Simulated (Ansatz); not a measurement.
The starting structures come from a database of crystals and need not be the phases stable at ambient conditions.

Inside the gap of an insulator the Bloch states are evanescent, with a wavenumber k + iκ along the transport direction.

Consider the following.

```yaml
crystal:
  lattice:
    - [5.67403, 0.00000, 0.00000]
    - [0.00000, 10.02200, 0.00000]
    - [2.83702, 0.00000, 4.91385]
  atoms:
    - { symbol: K, position: [0.33333, 0.41886, 0.33333] }
    - { symbol: K, position: [0.66667, 0.58114, 0.66667] }
    - { symbol: K, position: [0.66667, 0.91886, 0.66667] }
    - { symbol: K, position: [0.33333, 0.08114, 0.33333] }
    - { symbol: K, position: [0.00000, 0.25000, 0.00000] }
    - { symbol: K, position: [0.00000, 0.75000, 0.00000] }
    - { symbol: P, position: [0.66667, 0.25000, 0.66667] }
    - { symbol: P, position: [0.33333, 0.75000, 0.33333] }
```

Space group of this cell: P6_3/mmc. The cell is taken as given.

Transport runs along the normal of the first two printed cell vectors, the (100) plane of the conventional cell.

The gap is the functional's own, uncorrected, and κ follows it; spin-orbit coupling is left out. Mid-gap values are interpolated between the computed energies.

Problem. State the band gap and the smallest decay constant κ at mid-gap according to Ansatz (a program for electronic structure) with r2SCAN.

Solution. Gap 0.61 eV on a 6×4×6 mesh; κ = 0.107 1/Å, at the zone centre.
